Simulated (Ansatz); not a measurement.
# Several settings converged on a (111) slab of LaPt2 (cut from a parent of space group no. 227; 12 atoms in the cell)

```
CELL_PARAMETERS angstrom
      5.50475     0.00000     0.00000
      2.75237     4.76725     0.00000
      0.00000     0.00000    21.30371
ATOMIC_POSITIONS crystal
  La 0.06564 0.06564 0.46044
  La 0.73230 0.73230 0.40770
  La 0.39897 0.39897 0.67142
  La 0.06564 0.06564 0.61868
  Pt 0.39897 0.39897 0.43407
  Pt 0.23230 0.23230 0.32858
  Pt 0.23230 0.73230 0.32858
  Pt 0.73230 0.23230 0.32858
  Pt 0.73230 0.73230 0.64505
  Pt 0.56564 0.56564 0.53956
  Pt 0.56564 0.06564 0.53956
  Pt 0.06564 0.56564 0.53956
```

Base method: LDA (PW92), default PAW files made with PBE (plane waves; Ansatz, a program for electronic structure).

Base settings: basis.ecutwfc = 420 eV; kpoints.mp_grid.grid = 4 4 1; hamiltonian.xc = lda; hamiltonian.pseudopotentials = {kind: paw} (the program's default PAW files); scf.occupations.method = fermi_dirac; scf.occupations.width = 0.1 eV.

The count of work is k-points × plane waves × bands × iterations; it is no time. Core times come from one kind of shared machine, to one figure; runs under 30 s give none.

**The vacuum with a dipole correction**

In this ladder: efield.axis = 3; efield.dipole_correction = true.

The mesh stays at the base's, so the ladder's end is converged at best in this setting alone.

Only quantities that move along the ladder and can be compared are tabulated.

| vacuum between outermost atoms (Å) | largest difference of a force vector from the last step's (eV/Å) |
|---|---|
| 8.0 | 0.009 |
| 10.0 | 0.001 |
| 14.0 | 0.001 |
| 20.0 | 0.000 |

Smallest vacuum between outermost atoms (Å) that holds the forces within 0.005 eV/Å of the last step, with all finer ones: 10.0; the step before is off by 0.009 eV/Å.

**The plane-wave cutoff**

The mesh stays at the base's, so the ladder's end is converged at best in this setting alone.

Only quantities that move along the ladder and can be compared are tabulated.

```csv
basis.ecutwfc,free energy less the last step's (meV/atom),largest difference of a force vector from the last step's (eV/Å),count of work / last,core time / last (rough)
210 eV,5329.25,0.266,0.14,–
250 eV,1141.17,0.386,0.16,–
295 eV,150.82,0.013,0.21,–
355 eV,6.08,0.002,0.28,–
420 eV,1.05,0.000,0.36,0.3
505 eV,0.29,0.000,0.47,0.5
630 eV,0.11,0.000,0.65,0.6
840 eV,0.00,0.000,1.0,1
```

Coarsest basis.ecutwfc that holds the free energy within 2 meV/atom of the last step, with all finer ones: 420 eV, at 0.36 of the last step's count of work and about 0.3 of the last step's time; the step before is off by 6.1 meV/atom.

Coarsest basis.ecutwfc that holds the forces within 0.01 eV/Å of the last step, with all finer ones: 355 eV, at 0.28 of the last step's count of work; the step before is off by 0.013 eV/Å.

On the base run: the starting cell comes from a database of computed structures (which also holds hypothetical and non-ambient phases and stackings), without a prior relaxation at this level. The slab is cut from that crystal, and its faces are unrelaxed. Its lattice was rescaled by up to half a per cent. Spin polarisation is off. In the base run, forces exceed 1 eV/Å.

Left out of this page: 1 run of the series unsound by tests on forces, stress, charge or solver warnings.

Keys are those of Ansatz 0.2.
